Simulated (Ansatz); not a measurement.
Take FeNi₃ in the Cu3Au type structure (space group Pm-3m, No. 221; a = 3.5143 Å; ferromagnetic; relaxed with 0.1 eV smearing) as the base. Axes: x, y, z lie along the cube axes.

All numbers come from r2SCAN in Ansatz (plane waves to 500 eV, PAW, without spin-orbit coupling).

A first run, uniaxial strain ε_xx = −1.00 %, gives secant values C11 ≈ 310 GPa and C12 ≈ 170 GPa from its stress. A second run applies isotropic strain −2.15 %.

**Question.** What does linear elasticity predict for the bulk modulus −ΔP/(ΔV/V₀) in the second run, and what does the run give?

**Answer.** Linear elasticity: (C11 + 2 C12)/3 = 220 GPa. The run gives 250 GPa; any difference comes from nonlinear terms at these strains and numerical noise.

The magnetic state is the one reached from the starting moments; the real material's order can differ, and small cells can't hold many antiferromagnetic ones. No phonon test of stability was made.

Ansatz is a program for electronic structure.
